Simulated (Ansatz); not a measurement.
Structures of equal composition on the (100) surface of rock-salt TiN: Zr on all Ti sites of the second plane; Zr on all Ti sites of the top plane. The slabs share one bottom face, and each structure is named by its start. These are constructed structures in small cells; real faces may alloy, dewet or reconstruct in larger ones, and not all known structures of the face are among them. Slabs of about 10 Å, Fermi-Dirac smearing of 0.1 eV. Bottom of the slabs: a bare face, its two planes held. Relaxed from the named starts with such symmetry as they have, on meshes of like density; energies extrapolated to zero smearing; spin only where a row says so; no spin-orbit coupling, no U. Brackets mark spin-polarised runs, whose order is one that fits the cell.

Calculation: r2SCAN, at the PBE geometry (plane waves to 500 eV, PAW; Ansatz, a first-principles code).

Problem. Put the candidates in order of energy per 1x1 cell, lowest first, for r2SCAN, at the PBE geometry.

Solution. Zr on all Ti sites of the top plane (0.000 eV), Zr on all Ti sites of the second plane (0.546 eV)
